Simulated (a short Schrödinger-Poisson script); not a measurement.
Structure: MOS inversion layer, Al2O3 on p-type Si(100), at 400 K.

From the gate side: 4.7 nm Al2O3; 230 nm Si, acceptors 3.6e18 cm⁻³.

Constants are typed, rounded textbook-type inputs, not results; the design itself was drawn at random and stands for no fabricated device. Al2O3: permittivity 9, conduction-band edge (eV) 2.7, gap (eV) 6.8, electron mass (mₑ) 0.3. Si: permittivity 11.7, conduction-band edge (eV) 0, gap (eV) 1.124, Nv at 300 K (cm⁻³) 3.1e19.

Channel valleys (confinement mass, in-plane density-of-states mass, number): Δ2 0.916, 0.19, 2; Δ4 0.19, 0.417, 4. At the gate the conduction-band edge of layer 1 lies 3.08 eV − eVg above the Fermi level of the channel; the field vanishes at the back. Gaps are held at their typed values at every temperature. Mesh 0.03 nm at interfaces.

Solved with a short Schrödinger-Poisson script written for these runs: 1D Poisson equation in equilibrium, electrons quantum, Hartree (BenDaniel-Duke, 12 states a valley, the channel's in-plane mass for all, wave functions ending at the dielectric), parabolic valleys, classical holes, full ionisation, no traps, pinning or gate leakage.

```
Vg (V)  electrons (cm⁻²)  C (μF/cm²)  Δ2 E0 (meV from the Fermi level)  Δ4 E0 (meV from the Fermi level)
------  ----------------  ----------  --------------------------------  --------------------------------
0.9               3.05e9       0.436                             264.7                             376.5
1                2.20e10       0.465                             195.8                             311.2
1.1              1.33e11       0.648                             133.1                             251.7
1.2              4.79e11       0.947                              87.6                             209.4
1.3              1.05e12        1.14                              58.9                             183.6
1.4              1.74e12        1.24                              39.3                             166.9
1.5              2.50e12        1.30                              24.6                             155.0
1.6              3.29e12        1.33                              12.6                             145.7
1.7              4.11e12        1.36                               2.5                             138.2
1.8              4.95e12        1.38                              -6.5                             131.9
1.9              5.80e12        1.39                             -14.7                             126.3
2                6.66e12        1.40                             -22.2                             121.4
2.1              7.53e12        1.41                             -29.2                             116.9
2.2              8.40e12        1.42                             -35.8                             112.8
2.3              9.28e12        1.43                             -42.1                             109.0
2.4              1.02e13        1.43                             -48.2                             105.5
2.5              1.11e13        1.44                             -54.0                             102.1
```

Gate voltages with under 1e9 electrons/cm² are left out.

Q: At Vg = 2.5 V the lowest Δ2 subband lies at -54.0 meV from the Fermi level. How many electrons does it hold, and what share of all?

A: The two-dimensional density of states is g m/(πħ²) = 1.59e11 cm⁻² meV⁻¹ (both spins), kT = 34.5 meV, so n = D kT ln(1 + exp(−E/kT)) = 9.61e12 cm⁻², 0.87 of the 1.11e13 cm⁻² in all.

Q: Compare the slope of the sheet density between 2.3 and 2.5 V with the geometric capacitance of the layers between gate and channel.

A: q Δn/ΔV = 1.46 μF/cm²; ε0/Σ(t/ε) = 1.70 μF/cm². The ratio is 0.86: the channel acts as a further capacitance in series.
